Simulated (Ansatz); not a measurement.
BN: pressure series

Take BN in the wurtzite structure (space group P6_3mc, No. 186) as the base.

```cif
data_B2N2
_chemical_formula_sum 'B2 N2'
_space_group_name_H-M_alt 'P 1'
_space_group_IT_number 1
_cell_length_a 2.55453
_cell_length_b 2.55453
_cell_length_c 4.22457
_cell_angle_alpha 90.000
_cell_angle_beta 90.000
_cell_angle_gamma 120.000
loop_
_space_group_symop_operation_xyz
  'x, y, z'
loop_
_atom_site_label
_atom_site_type_symbol
_atom_site_fract_x
_atom_site_fract_y
_atom_site_fract_z
_atom_site_occupancy
B1 B 0.66667 0.33333 0.99991 1
B2 B 0.33333 0.66667 0.49991 1
N1 N 0.66667 0.33333 0.62529 1
N2 N 0.33333 0.66667 0.12529 1
```

Cell and atoms are relaxed at each pressure.

Level of theory: Ansatz (a program for electronic structure) PBE, no spin-orbit coupling.

Candidates:
(a) pressure 0.9 GPa
(b) pressure −1 GPa
(c) pressure 15 GPa
(d) pressure 30 GPa
(e) pressure 4.5 GPa

For the base:

| Quantity | Value |
|---|---|
| Smallest direct gap | 8.23 eV |

Q: Order them by smallest direct gap, highest first.

A: (d) pressure 30 GPa (8.57 eV), (c) pressure 15 GPa (8.41 eV), (e) pressure 4.5 GPa (8.29 eV), (a) pressure 0.9 GPa (8.25 eV), (b) pressure −1 GPa (8.22 eV)

Load acts through the strain it causes; cell and atoms are relaxed under it. No phonon test of stability was made. No other phases were tried under pressure.
